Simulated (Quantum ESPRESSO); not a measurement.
The steps of a band-structure calculation for Cu₃Ge (Pmmn, 8 atoms in the cell) with Quantum ESPRESSO.

Level of theory: LDA (PZ), PSlibrary ultrasoft (LDA) pseudopotentials (plane waves; Quantum ESPRESSO 7.5).

Step 1 (scf):

```fortran
&control
   calculation = 'scf'
   prefix = 'pwscf'
   outdir = './tmp/'
   pseudo_dir = './'
   tprnfor = .true.
   tstress = .true.
/
&system
   ibrav = 0
   celldm(1) = 7.88161303
   nat = 8
   ntyp = 2
   ecutwfc = 55
   ecutrho = 330
   occupations = 'smearing'
   smearing = 'gaussian'
   degauss = 0.0073499
   nbnd = 49
/
&electrons
   conv_thr = 1.0d-9
/
ATOMIC_SPECIES
Cu    63.5460  Cu.pz-dn-rrkjus_psl.1.0.0.UPF
Ge    72.6300  Ge.pz-n-rrkjus_psl.1.0.0.UPF
ATOMIC_POSITIONS crystal
Cu    0.00000000    0.50000000    0.16331000
Cu    0.50000000    0.00000000    0.83669000
Cu    0.50000000    0.24831000    0.33710000
Cu    0.50000000    0.75169000    0.33710000
Cu    0.00000000    0.25169000    0.66290000
Cu    0.00000000    0.74831000    0.66290000
Ge    0.50000000    0.50000000    0.82486000
Ge    0.00000000    0.00000000    0.17514000
K_POINTS automatic
4 4 4  0 0 0
CELL_PARAMETERS alat
   1.00000000     0.00000000     0.00000000
   0.00000000     1.24941677     0.00000000
   0.00000000     0.00000000     1.08880614
```

Step 2 (bands):

```fortran
&control
   calculation = 'bands'
   prefix = 'pwscf'
   outdir = './tmp/'
   pseudo_dir = './'
   verbosity = 'high'
/
&system
   ibrav = 0
   celldm(1) = 7.88161303
   nat = 8
   ntyp = 2
   ecutwfc = 55
   ecutrho = 330
   occupations = 'smearing'
   smearing = 'gaussian'
   degauss = 0.0073499
   nbnd = 49
/
&electrons
   conv_thr = 1.0d-9
   startingwfc = 'random'
   diago_thr_init = 1.0d-6
   diagonalization = 'cg'
/
ATOMIC_SPECIES
Cu    63.5460  Cu.pz-dn-rrkjus_psl.1.0.0.UPF
Ge    72.6300  Ge.pz-n-rrkjus_psl.1.0.0.UPF
ATOMIC_POSITIONS crystal
Cu    0.00000000    0.50000000    0.16331000
Cu    0.50000000    0.00000000    0.83669000
Cu    0.50000000    0.24831000    0.33710000
Cu    0.50000000    0.75169000    0.33710000
Cu    0.00000000    0.25169000    0.66290000
Cu    0.00000000    0.74831000    0.66290000
Ge    0.50000000    0.50000000    0.82486000
Ge    0.00000000    0.00000000    0.17514000
K_POINTS crystal_b
16
  0.00000000   0.00000000   0.00000000   8  ! G
 -0.50000000   0.00000000   0.00000000   7  ! X
 -0.50000000   0.00000000  -0.50000000   8  ! S
  0.00000000   0.00000000  -0.50000000   7  ! Y
  0.00000000   0.00000000   0.00000000   6  ! G
  0.00000000  -0.50000000   0.00000000   8  ! Z
 -0.50000000  -0.50000000   0.00000000   7  ! U
 -0.50000000  -0.50000000  -0.50000000   8  ! R
  0.00000000  -0.50000000  -0.50000000   7  ! T
  0.00000000  -0.50000000   0.00000000   1  ! Z
  0.00000000   0.00000000  -0.50000000   6  ! Y
  0.00000000  -0.50000000  -0.50000000   1  ! T
 -0.50000000  -0.50000000   0.00000000   6  ! U
 -0.50000000   0.00000000   0.00000000   1  ! X
 -0.50000000   0.00000000  -0.50000000   6  ! S
 -0.50000000  -0.50000000  -0.50000000   1  ! R
CELL_PARAMETERS alat
   1.00000000     0.00000000     0.00000000
   0.00000000     1.24941677     0.00000000
   0.00000000     0.00000000     1.08880614
```

Step 3 (bands.x):

```fortran
&bands
   prefix = 'pwscf'
   outdir = './tmp/'
   filband = 'bands.dat'
   lsym = .false.
/
```

Output of bands (abridged):

```
     file Cu.pz-dn-rrkjus_psl.1.0.0.UPF: wavefunction(s)  3D renormalized

     Atomic positions and unit cell read from directory:
     ./tmp/pwscf.save/

     Message from routine setup:
     using ibrav=0 with symmetry is DISCOURAGED, use correct ibrav instead
     G-vector sticks info
     --------------------
     sticks:   dense  smooth     PW     G-vecs:    dense   smooth      PW
   [... lines left out ...]
     unit-cell volume          =     666.0445 (a.u.)^3
   [... lines left out ...]

     The potential is recalculated from file :
     ./tmp/pwscf.save/charge-density

     Band Structure Calculation
     CG style diagonalization

     ethr =  1.00E-06,  avg # of iterations = 38.8

     End of band structure calculation

          k = 0.0000 0.0000 0.0000 (  4581 PWs)   bands (ev):

    -0.0523   3.0457   5.7705   6.9814   7.1406   7.3459   7.4753   7.5350
     7.6023   7.7098   7.8852   8.1889   8.2711   8.3308   8.4839   8.5606
     8.6369   8.8990   8.9395   8.9790   9.0774   9.2311   9.3378   9.3469
     9.4650   9.5835   9.6598   9.6604   9.6743   9.7639   9.8026  10.0418
    10.1008  10.3443  10.7521  11.4266  12.9474  13.4702  13.9468  14.6673
    14.8629  16.1416  16.1559  17.0378  18.2331  18.3070  18.5419  20.1331
    20.5207

          k =-0.0625 0.0000 0.0000 (  4595 PWs)   bands (ev):

    -0.0207   3.0421   5.7985   7.0001   7.1257   7.2367   7.4139   7.5932
     7.6107   7.7544   7.8570   8.1964   8.2502   8.3328   8.5486   8.5664
     8.6434   8.8788   8.9387   8.9727   9.0978   9.1395   9.3357   9.3399
     9.4638   9.5768   9.6565   9.6624   9.6810   9.7544   9.7966  10.0277
    10.1065  10.3244  10.7636  11.4236  13.1449  13.3867  13.8354  14.6629
    14.7330  16.1768  16.4388  16.8731  18.0915  18.1820  18.5496  20.5775
    20.8804

   [... 86 blocks of this kind left out ...]
```

Output of bands.x (abridged):

```
     Reading xml data from directory:

     ./tmp/pwscf.save/
     file Cu.pz-dn-rrkjus_psl.1.0.0.UPF: wavefunction(s)  3D renormalized

     G-vector sticks info
     --------------------
     sticks:   dense  smooth     PW     G-vecs:    dense   smooth      PW
     Sum        2041    1355    401                67413    36675    5853

     Reading collected, re-writing distributed wavefunctions
     high-symmetry point:  0.0000 0.0000 0.0000   x coordinate   0.0000
     high-symmetry point: -0.5000 0.0000 0.0000   x coordinate   0.5000
     high-symmetry point: -0.5000 0.0000-0.4592   x coordinate   0.9592
     high-symmetry point:  0.0000 0.0000-0.4592   x coordinate   1.4592
     high-symmetry point:  0.0000 0.0000 0.0000   x coordinate   1.9184
     high-symmetry point:  0.0000-0.4002 0.0000   x coordinate   2.3186
   [... 5 lines left out ...]
     high-symmetry point:  0.0000-0.4002-0.4592   x coordinate   4.6372
     high-symmetry point: -0.5000-0.4002 0.0000   x coordinate   4.6372
     high-symmetry point: -0.5000 0.0000 0.0000   x coordinate   5.0374
     high-symmetry point: -0.5000 0.0000-0.4592   x coordinate   5.0374
     high-symmetry point: -0.5000-0.4002-0.4592   x coordinate   5.4376

     Plottable bands (eV) written to file bands.dat.gnu
     Bands written to file bands.dat

   JOB DONE.
```

The starting cell comes from a database of computed structures (which also holds hypothetical and non-ambient phases and stackings), without a prior relaxation at this level. Spin polarisation is off.
